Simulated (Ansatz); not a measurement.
Consider Zr in the hcp (Mg type) structure (space group P6_3/mmc, No. 194; relaxed with 0.1 eV smearing).

```xyz
2
Lattice="3.1438 0.0000 0.0000 -1.5719 2.7226 0.0000 0.0000 0.0000 5.0928" Properties=species:S:1:pos:R:3 pbc="T T T"
Zr     1.5719     0.9075     3.8196
Zr     0.0000     1.8151     1.2732
```

Cartesian axes are those of the cell as printed.

All numbers come from LDA in Ansatz (plane waves to 420 eV, PAW, no spin-orbit coupling).

Base values:

Pressure: 0.0 GPa

The change: biaxial strain +3.00 %, plane normal [001], relaxed out of plane (Cartesian); in-plane vectors clamped, the third vector and the atoms free.

Problem. Predict the new pressure.

Solution. The pressure (mean of the normal stresses, compression positive) goes from zero to -2.9 GPa.

No phonon test of stability was made. All final runs are without spin polarisation.

Ansatz is a quantum-chemistry and plane-wave program.
